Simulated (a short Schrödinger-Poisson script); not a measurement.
Structure: gated In0.52Al0.48As/In0.53Ga0.47As δ-doped gas in a quantum well, at 300 K.

```
layer        material  thickness (nm)  Na (cm⁻³)
-----  --------------  --------------  ---------
1      In0.52Al0.48As              20          -
2      In0.52Al0.48As              20          -
3      In0.53Ga0.47As              20          -
4      In0.52Al0.48As            4000       1e15
```

The device is made up for the run: typed textbook-type constants, with dimensions and the other settings drawn at random. In0.52Al0.48As: permittivity 12.5, conduction-band edge (eV) 0.52, gap (eV) 1.45, electron mass (mₑ) 0.075, Nv at 300 K (cm⁻³) 1.1e19. In0.53Ga0.47As: permittivity 13.9, conduction-band edge (eV) 0, gap (eV) 0.74, Nv at 300 K (cm⁻³) 7.7e18.

Channel valleys (confinement mass, in-plane density-of-states mass, number): Γ 0.041, 0.041, 1. At the gate the conduction-band edge of layer 1 lies 0.65 eV − eVg above the Fermi level of the channel; the field vanishes at the back. Sheet of ionised δ-doping: +1.9e12 e/cm² at 20 nm from the gate. The barrier under the gate holds no holes. Gaps are held at their typed values at every temperature. Mesh 0.08 nm at interfaces.

Solved with a short Schrödinger-Poisson script written for these runs: 1D Poisson equation in equilibrium, electrons quantum, Hartree (BenDaniel-Duke, 40 states a valley, the channel's in-plane mass for all, wave functions free to enter the barrier), parabolic valleys, classical holes, full ionisation, no traps, pinning or gate leakage.

The same stack at other levels of the model or other numerical settings:

| run | sheet density of all electrons at Vg = 0.4 V (cm⁻²) | sheet density of all electrons at Vg = -0.1 V (cm⁻²) | capacitance at Vg = 0.4 V (μF/cm²) | centroid of the channel electrons at Vg = 0.4 V (nm) | rough cost against the base |
|---|---|---|---|---|---|
| base | 1.09e12 | 3.62e11 | 0.272 | 7.12 | about 1 |
| electrons treated as classical, Boltzmann | 1.19e12 | 4.06e11 | 0.284 | 4.48 | 0.02 |
| electrons treated as classical, Fermi-Dirac | 1.12e12 | 3.87e11 | 0.289 | 6.35 | 0.09 |
| electrons treated as quantum, Hartree plus LDA exchange-correlation | 1.10e12 | 3.73e11 | 0.273 | 7.01 | 2 |
| mesh six times as coarse | 1.09e12 | 3.62e11 | 0.272 | 7.10 | 0.2 |
| one subband a valley | 1.06e12 | 3.53e11 | 0.233 | 6.38 | 0.3 |

The classical rows ignore confinement, and Boltzmann statistics overrate the density once the band edge passes the Fermi level.
